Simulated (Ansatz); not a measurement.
Structures of equal composition on the (0001) surface of hcp Ti: a layer of Al in place of the second plane; a layer of Al in place of the third plane. The slabs share one bottom face, and each structure is named by its start. These are constructed structures in small cells; real faces may alloy, dewet or reconstruct in larger ones, and not all known structures of the face are among them. Slabs of about 12 Å with all that they carry, Fermi-Dirac smearing of 0.1 eV. Bottom of the slabs: a bare face, its two planes held. Relaxed from the named starts with such symmetry as they have, on meshes of like density; energies extrapolated to zero smearing; no spin-orbit coupling, no U. Spin-polarised runs, if any, are marked in brackets, and their order is one that fits the cell; the others ran without spin.

Calculation: PBE (plane waves to 420 eV, PAW; Ansatz, a quantum-chemistry and plane-wave program).

Problem. Put the candidates in order of energy per 1x1 cell, lowest first, for PBE.

Solution. a layer of Al in place of the third plane (0.000 eV), a layer of Al in place of the second plane (0.130 eV)
